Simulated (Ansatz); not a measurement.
Results of PBE in Ansatz (plane waves, PAW) for B20 (FeSi-type) CoSi.

Excerpt of the program's output:

```
WARN output.stress: scf.convergence.dr2_threshold = 1.6e-8 eV (the default of a walk held to its f_tol) is looser than the 8e-10 eV advised for a printed …
Relaxation: its limit of steps is 80 (relax.max_steps)
Crystal: 8 atoms, lattice volume = 88.720 Å³
Basis set: ecut = 520 eV, 2373 PW (Γ), exchange–correlation on 72×72×72 points (8 copies of the dense FFT grid, shifted against one another)
Bands: 51, of which v1, the nominal top of the filled ones, is band 42 counted from 1 (41 counted from 0)
Symmetry: 12 space group operations
Space group: P213 (ITA 198), of the structure as read, at distance tolerance 4.5e-5 Å
k-points: 119 of 1728 (time reversal used)
Functional: x = pbe(κ = 0.804, μ = 0.2195149727645171), c = pbe(β = 0.06672455060314922)
SCF iter   1: F=—  HF=-23052.686826 eV  |F-HF|=—  |Δ(HF+E_count)|=         —  Δρ=6.88e-3  dr2=8.57e-3
SCF iter   2: F=—  HF=-23052.683740 eV  |F-HF|=—  |Δ(HF+E_count)|=   3.09e-3  Δρ=2.87e-3  dr2=1.70e-3
  ...
SCF 1 converged in 6 iterations: F = -23052.683588 eV  dr2 = 3.22e-7
Crystal: 8 atoms, lattice volume = 88.720 Å³
Initial density: handed on by an earlier stage of this run
SCF 2 converged in 6 iterations: F = -23052.683833 eV  dr2 = 1.14e-10
relax step   2: F+E_penalty+E_count = -23052.68383342 eV  Δ(F+E_penalty+E_count) = -2.457e-4 eV  max|allowed force component| = 1.971e-2 eV/Å  Δτ_max = 0.0012 Å  (6 SCF iters, accepted)
Crystal: 8 atoms, lattice volume = 88.720 Å³
SCF iter   5: F=—  HF=-23052.684273 eV  |F-HF|=—  |Δ(HF+E_count)|=   2.89e-8  Δρ=7.80e-6  dr2=3.71e-8
SCF iter   6: F=-23052.684273 eV  HF=-23052.684273 eV  |F-HF|=1.52e-9  |Δ(HF+E_count)|=   9.43e-9  Δρ=2.44e-6  dr2=4.04e-9
SCF 3 converged in 6 iterations: F = -23052.684273 eV  dr2 = 4.04e-9
relax step   3: F+E_penalty+E_count = -23052.68427348 eV  Δ(F+E_penalty+E_count) = -4.401e-4 eV  max|allowed force component| = 3.120e-3 eV/Å  Δτ_max = 0.0058 Å  (6 SCF iters, accepted)
SCF converged after 6 iterations
Free energy (F): -23052.684273 eV
Internal energy: -23052.669923 eV  (E = F + TS)
E sigma→0 (E₀):  -23052.677098 eV
Fermi energy:    16.334761 eV
--- Forces (eV/Å), atoms counted from 1 ---
  atom   1  Co    -0.00148407     0.00148407    -0.00148407
  atom   2  Co    -0.00148407    -0.00148407     0.00148407
  atom   3  Co     0.00148407     0.00148407     0.00148407
  atom   4  Co     0.00148407    -0.00148407    -0.00148407
  atom   5  Si     0.00312038    -0.00312038     0.00312038
  atom   6  Si     0.00312038     0.00312038    -0.00312038
  atom   7  Si    -0.00312038    -0.00312038    -0.00312038
  atom   8  Si    -0.00312038     0.00312038     0.00312038
--- Stress (GPa, compression-positive) ---
       -4.127838      -0.000000       0.000000
       -0.000000      -4.127838       0.000000
        0.000000      -0.000000      -4.127838
  P = ⅓ Tr σ = -4.1278 GPa (-41.278 kbar)
```

### Question
Write an input file that could have produced this run (the log leaves some choices open).

### Answer
One answer among several that fit: 
Ansatz 0.2 input:
```yaml
crystal:
  lattice:
    - [4.4600631356, 0.0, 0.0]
    - [0.0, 4.4600631356, 0.0]
    - [0.0, 0.0, 4.4600631356]
  atoms:
    - { symbol: Co, position: [0.8549989329, 0.6450010671, 0.3549989329] }
    - { symbol: Co, position: [0.3549989329, 0.8549989329, 0.6450010671] }
    - { symbol: Co, position: [0.1450010671, 0.1450010671, 0.1450010671] }
    - { symbol: Co, position: [0.6450010671, 0.3549989329, 0.8549989329] }
    - { symbol: Si, position: [0.1568029727, 0.3431970273, 0.6568029727] }
    - { symbol: Si, position: [0.6568029727, 0.1568029727, 0.3431970273] }
    - { symbol: Si, position: [0.8431970273, 0.8431970273, 0.8431970273] }
    - { symbol: Si, position: [0.3431970273, 0.6568029727, 0.1568029727] }
basis:
  ecutwfc: 520
  ecutrho_ratio: 4
  xc_grid: 2
kpoints:
  mp_grid: { grid: [12, 12, 12] }
hamiltonian:
  xc: pbe
  dispersion: none
  pseudopotentials: { kind: paw }
scf:
  occupations: { method: fermi_dirac, width: 0.05 }
output:
  forces: true
  stress: true
  eigenvalues: true
relax:
  f_tol: 0.004
  escape_saddle: false
  max_steps: 80
```

The cell is one volume of an energy–volume scan, off the minimum.

Ansatz is a quantum-chemistry and plane-wave program.
